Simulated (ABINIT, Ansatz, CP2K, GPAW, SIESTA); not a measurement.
# One structure in several programs: Ba (Im-3m, 1 atom in the cell)

Self-consistent single point.

```xyz
1
Lattice="-2.5343 2.5343 2.5343 2.5343 -2.5343 2.5343 2.5343 2.5343 -2.5343" Properties=species:S:1:pos:R:3 pbc="T T T"
Ba     0.0000     0.0000     0.0000
```

Shared settings, as Ansatz (a program for electronic structure) writes them: kpoints.mp_grid.grid = 9 9 9; scf.occupations.method = fermi_dirac; scf.occupations.width = 0.0073 Ry. Potentials and cutoffs stand in the table.

| code | model | pressure (GPa) | cutoff |
|---|---|---|---|
| CP2K | PBEsol, GPW, DZVP-MOLOPT-SR-GTH basis, GTH-PBE potentials (GTH_POTENTIALS) | 0.41 | grid 500 Ry |
| Ansatz | PBEsol, PAW files made with PBE | -0.87 | 30.9 Ry |
| SIESTA | GGA PBEsol, numerical atomic orbitals DZP, PseudoDojo PBEsol standard norm-conserving potentials (rewritten from UPF to PSML) | 4.16 | grid 300 Ry |
| GPAW | PBEsol, GPAW PAW datasets PBEsol (made by gpaw-setup) | -0.83 | 600 eV |
| ABINIT | PBEsol, PAW (JTH v2.0 PBE PAW, files made for PBE) | -0.83 | 20 Ha |

The spread over the programs that give each value: pressure within 5.03 GPa.

CP2K and SIESTA use small atom-centred bases, whose incompleteness enters pressures, forces and empty levels differently from a plane-wave cutoff. Ansatz's pressure is given at a fixed set of plane waves, as the other plane-wave codes print theirs. In the pressure, CP2K (by 1.25) and SIESTA (by 4.99) lie more than 1 GPa from the median of the plane-wave programs.

The starting cell has typed, rounded lattice constants, without a prior relaxation at this level. Its lattice was rescaled by a random factor within 2.5 % of one.

Left out of this page: Elk and FLEUR (not drawn, or without a comparable value).

Keys are those of Ansatz 0.2.
